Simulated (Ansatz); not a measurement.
Consider BN (space group P6_3/mmc, No. 194; layered, stacked along the Cartesian z axis).

```xyz
4
Lattice="2.5064 0.0000 0.0000 -1.2532 2.1706 0.0000 0.0000 0.0000 6.6147" Properties=species:S:1:pos:R:3 pbc="T T T"
B      1.2532     0.7235     4.9610
B      0.0000     1.4471     1.6537
N      0.0000     1.4471     4.9610
N      1.2532     0.7235     1.6537
```

Cartesian axes are those of the cell as printed.

Method: PBE-D3(BJ) (Ansatz, an electronic-structure program; PAW; 420 eV plane waves; without spin-orbit coupling).

One thing is altered: uniaxial strain ε_zz = +2.40 %, all other strain components held at zero; the atoms relax in the strained cell.

### Question
Predict the stress tensor and what it implies for the stiffness.

### Answer
Stress of the strained cell less that of the base (GPa, compression positive):
```
   0.05    0.00    0.00
   0.00    0.05    0.00
   0.00    0.00   -0.59
```

Then −Δσ_ii/ε with ε = 0.0240 gives secant stiffness values (nonlinear terms included at this strain): C33 ≈ 25 GPa.

No phonon test of stability was made.
